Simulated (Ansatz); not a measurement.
Results of r²SCAN in Ansatz (PAW) for cubic perovskite CsPbBr3 (cubic high-temperature phase).

Settings: plane-wave cutoff 560 eV, 6×6×6 k mesh, Fermi–Dirac smearing 0.01 eV, scalar-relativistic PAW data made under PBE.

A third-order Birch–Murnaghan fit to the energies gives V0 = 41.867 Å³/atom, B0 = 21.1 GPa, B′ = 4.7.

```csv
V (Å³/atom),P (GPa)
39.356,1.514
40.193,(withheld)
41.030,0.448
41.868,0.000
42.705,-0.400
43.542,(withheld)
44.380,(withheld)
```

**Question.** Estimate the withheld pressures from this fit; the answers are the runs' own values.

**Answer.** 
- 40.193, P (GPa): 0.950
- 43.542, P (GPa): -0.756
- 44.380, P (GPa): -1.074

The formula P = (3/2) B0 (x^(7/3) − x^(5/3)) [1 + (3/4)(B′ − 4)(x^(2/3) − 1)] with x = V0/V meets the computed pressures within 0.01 GPa when these rounded values are put in.

Note: the relaxation could not lower the start's symmetry, so the cell can be a saddle point above a distorted one.

Spin–orbit coupling is not included; it can shift volumes and moduli of such heavy elements.

Static lattice: no zero-point or thermal effects.

Computing time: about 2.0 core-minutes (a rough figure).

Ansatz is a first-principles code.
